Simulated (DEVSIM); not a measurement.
Device: Schottky contact on n-type Si, at 300 K.

Layer 1 from the left is Si, thickness (μm) 3.00, Nd (cm⁻³) 1.5e16, τn (s) 1.2e-7, τp (s) 3.6e-7. Layer 2 from the left is Si, thickness (μm) 8.90, Nd (cm⁻³) 5.6e17, τn (s) 1.2e-7, τp (s) 1.2e-7.

Left contact: Schottky, work function 4.57 eV, emission velocity 3.2e6 cm/s. Right contact: ohmic. Voltage is applied to the left contact. Recombination: SRH at mid-gap, radiative, Auger. Mobility is μmin + (μ − μmin)/(1 + (N/Nref)^α).

The device is made up for the run: typed textbook-type constants, with dimensions and the other settings drawn at random. Values at 300 K.

Si: gap (eV) 1.124, affinity (eV) 4.05, permittivity 11.7, Nc (cm⁻³) 2.86e19, Nv (cm⁻³) 3.1e19, μn (cm²/Vs) 1417, μp (cm²/Vs) 470, μn,min 52, μp,min 45, Nref,n 9.7e16, Nref,p 2.2e17, αn 0.68, αp 0.72, B (cm³/s) 4.7e-15, Cn (cm⁶/s) 2.8e-31, Cp (cm⁶/s) 9.9e-32.

DEVSIM, 1D drift-diffusion, Boltzmann statistics, complete ionisation; no tunnelling, impact ionisation, image-force lowering or self-heating. Metal contacts follow the ideal Schottky-Mott rule: no Fermi-level pinning, no interface dipoles.

Question: What does the simulation give for the potential step across the device at zero bias, the dark forward voltage at 100 A/cm², the dark forward voltage at 1 A/cm²?

Answer: potential step across the device at zero bias 0.418 V; dark forward voltage at 100 A/cm² 0.233 V; dark forward voltage at 1 A/cm² 0.097 V.
